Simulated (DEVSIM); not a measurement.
Device: Schottky contact on n-type GaSb, at 300 K.

Layer 1 from the left is GaSb, thickness (μm) 3.00, Nd (cm⁻³) 4.5e15, τn (s) 1.4e-8, τp (s) 1.4e-8.

Left contact: Schottky, work function 4.46 eV, emission velocity 9.9e6 cm/s. Right contact: ohmic. Voltage is applied to the left contact. Recombination: SRH at mid-gap, radiative, Auger. Mobility is μmin + (μ − μmin)/(1 + (N/Nref)^α).

The device is made up for the run: typed textbook-type constants, with dimensions and the other settings drawn at random. Values at 300 K.

GaSb: gap (eV) 0.726, affinity (eV) 4.06, permittivity 15.7, Nc (cm⁻³) 2.1e17, Nv (cm⁻³) 1.8e19, μn (cm²/Vs) 5000, μp (cm²/Vs) 850, μn,min 1000, μp,min 190, Nref,n 2.8e17, Nref,p 9e17, αn 1.05, αp 0.65, B (cm³/s) 1e-10, Cn (cm⁶/s) 5e-30, Cp (cm⁶/s) 5e-30.

Task: Estimate by hand the built-in potential, the peak field at zero bias, the capacitance at -1.5 V, and compare with a numerical solution.

Result: 
- Built-in potential: barrier φB = 0.400 eV; Vbi = φB − kT/q ln(N_band/N) = 0.301 V; numerical 0.301 V.
- Peak field at zero bias: depletion approximation: W = √(2εVbi/(qN)) = 0.340 μm with N = 4.50e15 cm⁻³; field = 2Vbi/W = 17700 V/cm; numerical 16900 V/cm (estimate above by 4.7 %).
- Capacitance at -1.5 V: C = √(qεN / 2(Vbi + |V|)) = 16.7 nF/cm²; numerical 16.8 nF/cm² (estimate below by 0.70 %).

Simulated with DEVSIM: 1D drift-diffusion, Boltzmann statistics, complete ionisation; no tunnelling, impact ionisation, image-force lowering or self-heating. Metal contacts follow the ideal Schottky-Mott rule: no Fermi-level pinning, no interface dipoles.
